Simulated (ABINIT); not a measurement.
Worked example: self-consistent single point of C3N4 (P-43m, 7 atoms in the cell) in ABINIT.

Method of the run: LDA (PW92), PAW (JTH v2.0 LDA PAW) (plane waves; ABINIT).

```yaml
crystal:
  lattice:
    - [3.45676, 0.00000, 0.00000]
    - [0.00000, 3.45676, 0.00000]
    - [0.00000, 0.00000, 3.45676]
  atoms:
    - { symbol: C, position: [0.00000, 0.00000, 0.50000] }
    - { symbol: C, position: [0.50000, 0.00000, 0.00000] }
    - { symbol: C, position: [0.00000, 0.50000, 0.00000] }
    - { symbol: N, position: [0.24569, 0.24569, 0.75431] }
    - { symbol: N, position: [0.24569, 0.75431, 0.24569] }
    - { symbol: N, position: [0.75431, 0.75431, 0.75431] }
    - { symbol: N, position: [0.75431, 0.24569, 0.24569] }
```

Reference input (self-consistent single point, DFT, PBEsol, plane waves, PAW (JTH v2.0 PBE PAW, files made for PBE)): pseudos = [C.GGA_PBE-JTH.xml, N.GGA_PBE-JTH.xml]; ecut = 26 Ha; pawecutdg = 52 Ha; pawxcdev = 0; ixc = -116133; occopt = 1; ngkpt = 10 10 10; nshiftk = 1; shiftk = 0 0 0; potentials = JTH v2.0 PBE PAW; nband = 19; kptopt = 1. This run's input differs from it in these lines:

```diff
@@ -1,4 +1,4 @@
-# C3N4, JTH v2.0 PBE PAW
+# C3N4, JTH v2.0 LDA PAW
 pp_dirpath "./"
-pseudos "C.GGA_PBE-JTH.xml, N.GGA_PBE-JTH.xml"
+pseudos "C.LDA_PW-JTH.xml, N.LDA_PW-JTH.xml"
 acell 3.4567600000 3.4567600000 3.4567600000 Angstrom
@@ -23,3 +23,2 @@
 pawxcdev 0
-ixc -116133
 occopt 1
```

Its files differ too (potentials: JTH v2.0 PBE PAW → JTH v2.0 LDA PAW).

Output, abridged:

```
--- !BeginCycle
solver: {iscf: 17, nstep: 60, nline: 4, wfoptalg: 10, }
tolerances: {tolvrs: 1.00E-11, }
...

     iter   Etot(hartree)      deltaE(h)  residm     nres2
 ETOT  1  -57.339436004569    -5.734E+01 9.529E-02 6.253E+01
 ETOT  2  -57.329714756095     9.721E-03 5.216E-02 1.308E+01
 ETOT  3  -57.313371471853     1.634E-02 4.309E-03 1.026E+00
 ETOT  4  -57.311901296552     1.470E-03 1.657E-03 1.674E-02
 ETOT  5  -57.311912424373    -1.113E-05 1.145E-03 1.257E-03
   [... 2 lines left out ...]
 ETOT  8  -57.311912241818     9.217E-11 6.849E-04 2.004E-08
 ETOT  9  -57.311912241811     6.935E-12 3.603E-04 3.484E-10
 ETOT 10  -57.311912241811     1.990E-13 2.626E-04 1.772E-11
 ETOT 11  -57.311912241811    -2.416E-13 1.723E-04 9.937E-13
 At SCF step   11       nres2   =  9.94E-13 < tolvrs=  1.00E-11 =>converged.

 Cartesian components of stress tensor (hartree/bohr^3)
  sigma(1 1)=  6.45681009E-04  sigma(3 2)=  0.00000000E+00
  sigma(2 2)=  6.45681009E-04  sigma(3 1)=  0.00000000E+00
  sigma(3 3)=  6.45681009E-04  sigma(2 1)=  0.00000000E+00

 ----iterations are completed or convergence reached----

 reduced coordinates (array xred) for    7 atoms
       0.000000000000      0.000000000000      0.500000000000
       0.500000000000      0.000000000000      0.000000000000
       0.000000000000      0.500000000000      0.000000000000
       0.245690000000      0.245690000000      0.754310000000
       0.245690000000      0.754310000000      0.245690000000
       0.754310000000      0.754310000000      0.754310000000
   [... lines left out ...]
 Fermi (or HOMO) energy (hartree) =   0.37644   Average Vxc (hartree)=  -0.49891
 Fermi (or HOMO) energy (eV) =  10.24355   Average Vxc (eV)= -13.57606
   [... lines left out ...]
local_psp           : -3.51570939971395E+01
total_energy        : -5.73119122813206E+01
total_energy_eV     : -1.55953644483766E+03
...

-Cartesian components of stress tensor (GPa)         [Pressure= -1.8997E+01 GPa]
- sigma(1 1)=  1.89965879E+01  sigma(3 2)=  0.00000000E+00
- sigma(2 2)=  1.89965879E+01  sigma(3 1)=  0.00000000E+00
- sigma(3 3)=  1.89965879E+01  sigma(2 1)=  0.00000000E+00

 Calculation completed.
```

The run converged in 11 iterations. Against the reference run the pressure goes from -9.95 to -19.00 GPa, the largest force goes from 0.090 to 0.387 eV/Å and the gap on the mesh goes from 2.370 to 2.381 eV.

The starting cell comes from a database of computed structures (which also holds hypothetical and non-ambient phases and stackings), without a prior relaxation at this level. With a pressure of about -19 GPa the cell is away from its equilibrium volume at this level.

Cost on one core of a shared machine: roughly 50 s.
